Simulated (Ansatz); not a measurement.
The parent structure is BaTiO3 in the cubic perovskite structure (space group Pm-3m, No. 221; a = 3.9940 Å). Axes: x, y, z lie along the cube axes.

All numbers come from r2SCAN (Ansatz, a program for electronic structure, PAW, spin-orbit coupling left out).

Strains are applied to the cell and any free atomic positions relax; under biaxial strain the out-of-plane vector relaxes too.

One change was made to it. Results:

| quantity | base | after |
|---|---|---|
| energy relative to the base (free energy F) | 0 meV/atom | +3.4 meV/atom |
| band gap | 2.17 eV | 2.17 eV |

### Question
Which of these changes matches the shifts?
A. uniaxial strain ε_yy = +1.08 %
B. isotropic strain −0.60 %
C. isotropic strain −2.92 %
D. biaxial strain +2.83 %, plane normal [110], relaxed out of plane
E. strain tensor (xx, yy, zz, yz, xz, xy) = (−0.75, +0.07, −0.87, +0.13, −0.33, −0.66) %

### Answer
E, strain tensor (xx, yy, zz, yz, xz, xy) = (−0.75, +0.07, −0.87, +0.13, −0.33, −0.66) %. For comparison, the band gap in the other runs: isotropic strain −2.92 % gives 2.39 eV; isotropic strain −0.60 % gives 2.22 eV; biaxial strain +2.83 %, plane normal [110], relaxed out of plane gives 1.93 eV; uniaxial strain ε_yy = +1.08 % gives 2.12 eV.

Stability against distortions was not tested. All final runs are without spin polarisation. Many cubic perovskites are stable only at high temperature; tilts and polar distortions were not tested. This is not the structure that BaTiO3 has at room temperature and ambient pressure.
